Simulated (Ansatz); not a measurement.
By PBEsol, the system below comes out a metal.

Data:

```xyz
1
Lattice="3.1676 0.0000 0.0000 0.0000 3.1676 0.0000 1.5838 -1.5838 1.5838" Properties=species:S:1:pos:R:3 pbc="T T T"
Mo     0.0000     0.0000     0.0000
```

Space group of this cell: Im-3m, bcc (W type). The cell is taken as given; by PBEsol its mean pressure is -9.4 GPa.

The numbers are results of PBEsol (plane waves, PAW; Ansatz, a first-principles code), not measurements.

The current runs along the normal of the first two printed vectors; no spin-orbit coupling. Scaled by the factor s: all lengths (ions clamped). The meshes follow the cell: 36×36×36 and 30×30 across at s = 0.98, 36×36×36 and 30×30 across at s = 1.00, 36×36×36 and 28×28 across at s = 1.02.

```tsv
s	mean pressure (GPa)	ballistic conductance per area (both spins) (× 10¹⁵ S/m²)
0.98	7.2	?
1.00	-9.4	1.25
1.02	-21.8	1.16
```

Q: Take the slope of the ballistic conductance per area (both spins) against ln s from the two given rows, extrapolate to s = 0.98, and say what the run there gives.

A: Slope = (1.16 − 1.25) / ln 1.02 = -4.54 × 10¹⁵ S/m². The line gives 1.25 + (-4.54) × ln 0.98 = 1.34 × 10¹⁵ S/m². The run gives 1.36 × 10¹⁵ S/m², 0.02 × 10¹⁵ S/m² over the line, 20 % of the predicted step.
